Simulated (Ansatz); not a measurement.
# H on the 1x1 (110) surface of rutile TiO2 (cut with top plane O), one in a 2x1 cell, started at the site 'top O'

Host crystal: rutile TiO2, with a band gap (PBE, scalar-relativistic without spin-orbit coupling).

Computed with PBE (plane waves to 420 eV, PAW; Ansatz, an electronic-structure program).

Model: 49-atom slab, 12.7 Å thick at the start under the adsorbate, 4x3x1 mesh, Fermi-Dirac 0.01 eV, dipole correction, 24 atoms held, the rest relaxed; start symmetry kept, larger cells not searched; spin-polarised, ending with about 0.6 μB a cell, a value that depends on the mesh; orders that need a larger cell were not tried, no spin-orbit, no U, no dispersion correction. The slab shows no gap over 0.04 eV on its mesh. At the end it is bonded to O. In PBE it is, or lies within 0.03 eV of, the lowest of the starts that converged.

```yaml
adsorption energy against ½ H2(g): 0.20 eV
change_of_the_step_from_the_bottom_to_the_top_vacuum_level_against_the_clean_slab: -1.85 eV
energy_released_by_relaxation: 0.87 eV
height of the binding atom over the mean of the host atoms within 0.3 Å of the top one: 1.009 Å
nearest_host_atoms_of_the_binding_atom: O at 0.97 Å, Ti at 2.73 Å, Ti at 2.73 Å
largest_move_of_a_host_atom: 0.18 Å
```

A negative adsorption energy means that the adsorbate is more stable on the surface than in its reference.
